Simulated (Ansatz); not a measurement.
System: WO₃ (Pm-3m, No. 221, 4 atoms in the cell; start mp-19390; a measured phase of this formula has another space group). Method: LDA in Ansatz (PAW).

Numerical settings: plane-wave cutoff 520 eV, 10×10×10 k mesh, Fermi–Dirac smearing 0.01 eV, no spin polarisation, scalar-relativistic PAW data made under PBE.

Cell (relaxed at this level):

WO$_{3}$ is modelled in the cubic space group Pm-3m (No. 221), the ReO3 type structure, Pearson symbol cP4. Conventional cell: a = b = c = 3.777 Å, α = β = γ = 90.00°. W on 1a sees 6 O at 1.888 Å (octahedral). O on 3d is surrounded by 2 W at 1.888 Å (linear). (Neighbours: up to the widest gap in distance over summed covalent radii, below 1.35, at either atom; cation-cation and far metal-metal contacts left out.)

Q: Predict the band gap and bulk modulus.

A: 
* **band gap**: 0.57 eV (on the SCF k mesh)
* **bulk modulus**: 261 GPa

Note: the relaxation could not lower the start's symmetry, so the cell can be a saddle point above a distorted one; the bulk modulus is −V dP/dV from two relaxed cells at ±2 % in volume.

Spin–orbit coupling is not included.

Computed values are for the static lattice.

Cost on a shared machine: about 12 core-seconds (a rough figure).

A start named mp-… is a Materials Project structure, which need not be a measured phase.

Ansatz is an electronic-structure program.
